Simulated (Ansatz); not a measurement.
Results of PBEsol in Ansatz (plane waves, PAW) for Au (Im-3m, No. 229, 1 atom in the cell; start mp-2647062; another form than the element's usual one).

Settings: plane-wave cutoff 520 eV, 24×24×24 k mesh, Fermi–Dirac smearing 0.05 eV, scalar-relativistic PAW data made under PBE.

Cell (relaxed at this level):

```xyz
1
Lattice="-1.6214 1.6214 1.6214 1.6214 -1.6214 1.6214 1.6214 1.6214 -1.6214" Properties=species:S:1:pos:R:3 pbc="T T T"
Au     0.0000     0.0000     0.0000
```

Task: Predict the bulk modulus.

Result: 
bulk modulus: 174 GPa

The run finds no gap.

Note: the bulk modulus is −V dP/dV from two relaxed cells at ±2 % in volume; the relaxation could not lower the start's symmetry, so the cell can be a saddle point above a distorted one.

Spin–orbit coupling is not included; it can shift volumes and moduli of such heavy elements.

Static lattice: no zero-point or thermal effects.

It cost very roughly 23 core-seconds of CPU time.

A start named mp-… is a Materials Project structure, which need not be a measured phase.

Ansatz is a program for electronic structure.
